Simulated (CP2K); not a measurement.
Worked example: self-consistent single point of TiO₂ (Pnma, 24 atoms in the cell) in CP2K.

Level of theory: LDA (Pade form), GPW, DZVP-MOLOPT-SR-GTH basis, GTH-PADE potentials (GTH_POTENTIALS) (CP2K 2026.2).

```xyz
24
Lattice="8.8829 0.0000 0.0000 0.0000 2.9684 0.0000 0.0000 0.0000 10.6648" Properties=species:S:1:pos:R:3 pbc="T T T"
Ti     0.4487     2.2263     9.4059
Ti     8.4342     0.7421     1.2589
Ti     3.9928     0.7421     4.0735
Ti     4.8901     2.2263     6.5913
Ti     0.7905     2.2263     4.2609
Ti     8.0924     0.7421     6.4039
Ti     3.6510     0.7421     9.5933
Ti     5.2319     2.2263     1.0715
O      0.2436     0.7421     3.0384
O      8.6393     2.2263     7.6264
O      4.1979     2.2263     8.3708
O      4.6850     0.7421     2.2940
O      0.6709     2.2263     0.7668
O      8.2120     0.7421     9.8980
O      3.7705     0.7421     6.0992
O      5.1124     2.2263     4.5656
O      1.0048     0.7421     5.4722
O      7.8780     2.2263     5.1926
O      3.4366     2.2263     0.1398
O      5.4463     0.7421    10.5250
O      1.7810     0.7421     9.1679
O      7.1019     2.2263     1.4969
O      2.6604     2.2263     3.8355
O      6.2225     0.7421     6.8293
```

Reference input (self-consistent single point, DFT LDA (Pade form), GPW, DZVP-MOLOPT-SR-GTH basis, GTH-PADE potentials (GTH_POTENTIALS)): CUTOFF = 600 Ry; REL_CUTOFF = 40 Ry; KPOINTS/SCHEME = MONKHORST-PACK 3 7 2; GAMMA_CENTERED = T; XC_FUNCTIONAL = PADE; Ti/BASIS_SET = DZVP-MOLOPT-SR-GTH; Ti/POTENTIAL = GTH-PADE-q12; O/BASIS_SET = DZVP-MOLOPT-SR-GTH; O/POTENTIAL = GTH-PADE-q6; METHOD = GPW; EPS_DEFAULT = 1e-11; NGRIDS = 5. This run's input differs from it in these lines:

```diff
@@ -36,3 +36,3 @@
     &KPOINTS
-      SCHEME MONKHORST-PACK 3 7 2
+      SCHEME MONKHORST-PACK 2 6 2
       GAMMA_CENTERED T
```

The program printed (abridged):

```
 SCF WAVEFUNCTION OPTIMIZATION

  Step     Update method      Time    Convergence         Total energy    Change
     1 NoMix/Diag. 0.20E+00      -     1.99892364      -724.7973560070 -7.25E+02
     2 Broy./Diag. 0.20E+00      -     0.11969491      -714.9729818008  9.82E+00
     3 Broy./Diag. 0.20E+00      -     0.25866019      -721.9093914290 -6.94E+00
     4 Broy./Diag. 0.20E+00      -     0.08898733      -725.6077448630 -3.70E+00
     5 Broy./Diag. 0.20E+00      -     0.06636384      -723.0830894446  2.52E+00
     6 Broy./Diag. 0.20E+00      -     0.00522151      -722.5603451293  5.23E-01
   [... 18 lines left out ...]
    25 Broy./Diag. 0.20E+00      -     0.00000035      -723.3626925250  3.18E-05
    26 Broy./Diag. 0.20E+00      -     0.00000017      -723.3626987008 -6.18E-06
    27 Broy./Diag. 0.20E+00      -     0.00000019      -723.3627050724 -6.37E-06
    28 Broy./Diag. 0.20E+00      -     0.00000009      -723.3627123760 -7.30E-06
  *** SCF run converged in    28 steps ***

  Overlap energy of the core charge distribution:               0.00000000000060
  Self energy of the core charge distribution:              -1511.38371395478453
  Core Hamiltonian energy:                                    402.23136137820575
  Hartree energy:                                             498.45372429192440
  Exchange-correlation energy:                               -112.66408409135597

  Total energy:                                              -723.36271237600977

 ENERGY| Total FORCE_EVAL ( QS ) energy [hartree]           -723.362713683146808

 FORCES| Atomic forces [hartree/bohr]
 FORCES|   Atom     x               y               z               |f|
 FORCES|      1 -3.54453021E-03  1.18206151E-06  2.14694449E-03   4.14403987E-03
   [... lines left out ...]

 STRESS| Analytical stress tensor [bar]
 STRESS|                        x                   y                   z
 STRESS|      x       -7.25934149769E+04   1.44628062175E-01  -1.30659078250E+00
 STRESS|      y        1.44628062175E-01  -9.64238463962E+04   1.14171591208E-01
 STRESS|      z       -1.30659078250E+00   1.14171591208E-01  -7.66687990248E+04
 STRESS| 1/3 Trace                                            -8.18953534660E+04
```

The run converged in 28 iterations. Against the reference run the free energy is nearly the same (within 1 meV/atom), the pressure stays at -8.19 GPa, the largest force hardly changes (0.480 to 0.481 eV/Å) and the gap on the mesh goes from 2.405 to 2.456 eV.

The starting cell comes from a database of computed structures (which also holds hypothetical and non-ambient phases and stackings), without a prior relaxation at this level. Values carry the incompleteness of an atom-centred basis. With a pressure of about -8 GPa the cell is away from its equilibrium volume at this level.

Cost on one core of a shared machine: roughly 4 min.
